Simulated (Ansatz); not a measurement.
Given:

End structure of a constructed model of the (100) surface of fcc Ag, a layer of Fe in place of the second plane (bottom of the slab: a bare face, its two planes held):

```yaml
crystal:
  lattice:
    - [2.93338, 0.00000, 0.00000]
    - [0.00000, 2.93338, 0.00000]
    - [0.00000, 0.00000, 26.50000]
  atoms:
    - { symbol: Ag, position: [0.50000, 0.50000, 0.30726] }
    - { symbol: Ag, position: [0.00000, 0.00000, 0.38554] }
    - { symbol: Ag, position: [0.50000, 0.50000, 0.46410] }
    - { symbol: Ag, position: [0.00000, 0.00000, 0.54292] }
    - { symbol: Fe, position: [0.50000, 0.50000, 0.61234] }
    - { symbol: Ag, position: [0.00000, 0.00000, 0.68012] }
```

Slab: 6 atoms, 10.2 Å thick at the start (thin: gaps and levels are the slab's own); k 13x13x1, smearing 0.1 eV, dipole-corrected; 2 atoms held, the rest relaxed; symmetry of the start imposed; spin-polarised, ending with about 3.0 μB a cell; orders that need a larger cell were not tried, no spin-orbit, no U. It is one candidate, not shown to be the stable structure of the face.

### Question
Predict the work function of the top face from PBE in Ansatz (a first-principles code).

### Answer
4.19 eV
